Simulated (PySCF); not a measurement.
PySCF 2.14.0, MP2 (frozen core)/cc-pvdz: C=C1CN([SiH2]O)[SiH2]O1, 17 atoms. The geometry is a generated start, not checked to be a minimum at this level.

```
Item                                                   Value
-------------------------------  ---------------------------
task                                                     mp2
basis                                                cc-pvdz
two-electron scheme              exact four-centre integrals
frozen core                                             true
mf.init_guess                                minao (default)
mf.DIIS                                      CDIIS (default)
mf.diis_space                                    8 (default)
mf.conv_tol                                  1e-09 (default)
basis functions (reference run)                          165
```

On 4 threads, 1 BLAS thread. Build: conda-forge: OpenMP (GNU), OpenBLAS with its own threads, libcint, Libxc. Single runs; times are not shown.

Values of mol.max_memory tried: 8000 MB, 4000 MB, 2000 MB, 1000 MB, 500 MB, 300 MB, 200 MB.

### Question
How low can the memory setting go, and what changes on the way?

### Answer
It runs down to 200 MB, the lowest tried, with the same result. At 8000 MB: SCF integrals in memory, transformation in memory. From 1000 MB down: SCF integrals in memory, transformation through a file. From 500 MB down: direct SCF, transformation through a file.

```json
[
 {"mol.max_memory": "8000 MB", "path": "SCF integrals in memory, transformation in memory", "peak memory": "1.2 GiB"},
 {"mol.max_memory": "4000 MB", "path": "SCF integrals in memory, transformation in memory", "peak memory": "1.2 GiB"},
 {"mol.max_memory": "2000 MB", "path": "SCF integrals in memory, transformation in memory", "peak memory": "1.2 GiB"},
 {"mol.max_memory": "1000 MB", "path": "SCF integrals in memory, transformation through a file", "peak memory": "1.6 GiB"},
 {"mol.max_memory": "500 MB", "path": "direct SCF, transformation through a file", "peak memory": "0.86 GiB"},
 {"mol.max_memory": "300 MB", "path": "direct SCF, transformation through a file", "peak memory": "0.86 GiB"},
 {"mol.max_memory": "200 MB", "path": "direct SCF, transformation through a file", "peak memory": "0.86 GiB"}
]
```

Peak memory is the kernel's count for the largest process, libraries included and scratch files not. The peak passes the setting at 1000 MB, 500 MB, 300 MB, 200 MB: it is no hard cap. MP2's transformation through a file may take 2000 MB even at lower settings.
